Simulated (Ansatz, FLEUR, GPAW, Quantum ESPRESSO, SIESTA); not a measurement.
CuNi₃N (Pm-3m, 5 atoms in the cell) computed with different codes at matched settings

Self-consistent single point, at a second geometry (lattice scaled by 0.98). First geometry:

```
CELL_PARAMETERS angstrom
      3.70213     0.00000     0.00000
      0.00000     3.70213     0.00000
      0.00000     0.00000     3.70213
ATOMIC_POSITIONS crystal
  Cu 0.00000 0.00000 0.00000
  Ni 0.00000 0.50000 0.50000
  Ni 0.50000 0.00000 0.50000
  Ni 0.50000 0.50000 0.00000
  N  0.50000 0.50000 0.50000
```
Moments meant for the start (each program seeds them in its own way; μB, in the order of the atoms Cu Ni Ni Ni N): 0.0 2.0 2.0 2.0 0.0.

Shared settings, as Ansatz (an electronic-structure program) writes them: kpoints.mp_grid.grid = 9 9 9; scf.occupations.method = fermi_dirac; scf.occupations.width = 0.1 eV. Potentials and cutoffs stand in the table.

| code | model | ΔF from the first geometry (meV/atom) | cutoff |
|---|---|---|---|
| SIESTA | LDA PW92, numerical atomic orbitals DZP, PseudoDojo LDA standard norm-conserving potentials (rewritten from UPF to PSML) | -2.3 | grid 400 Ry |
| FLEUR | LDA (Vosko-Wilk-Nusair), all-electron FLAPW (FLEUR), scalar-relativistic valence | -10.7 | Kmax 4.7 1/bohr |
| Quantum ESPRESSO | LDA (PZ), PSlibrary PAW (LDA) pseudopotentials | -6.2 | 55 Ry |
| Ansatz | LDA (PW92), PAW files made with PBE | -13.6 | default |
| GPAW | LDA (Perdew-Wang 92), GPAW PAW datasets LDA (gpaw-data 1.0.1) | -3.5 | 900 eV |

On Ansatz's run: the starting moments vanished: the run ended non-magnetic, which need not be the lowest state. The program warned that a starting moment was not kept.

The spread over the programs that give each value: ΔF from the first geometry within 11.3 meV/atom.

SIESTA uses small atom-centred bases, whose incompleteness enters pressures, forces and empty levels differently from a plane-wave cutoff. FLEUR treats all electrons, but the usual bases taken here (sphere radii, linearisation, local orbitals, empty states) were not tested for convergence, so the values are no reference for the others. Ansatz's pressure is given at a fixed set of plane waves, as the other plane-wave codes print theirs; with its correction for the finite basis it is 3.84 GPa (the shift of 0.27 GPa shows how far the cutoff is from converged). The same LDA comes in different parametrisations, which differ slightly.

The starting cell comes from a database of computed structures (which also holds hypothetical and non-ambient phases and stackings), without a prior relaxation at this level. For this run, on top of that: lattice scaled by 0.98.

Left out of this page: Elk (not drawn, or without a comparable value).

Keys are those of Ansatz 0.2.
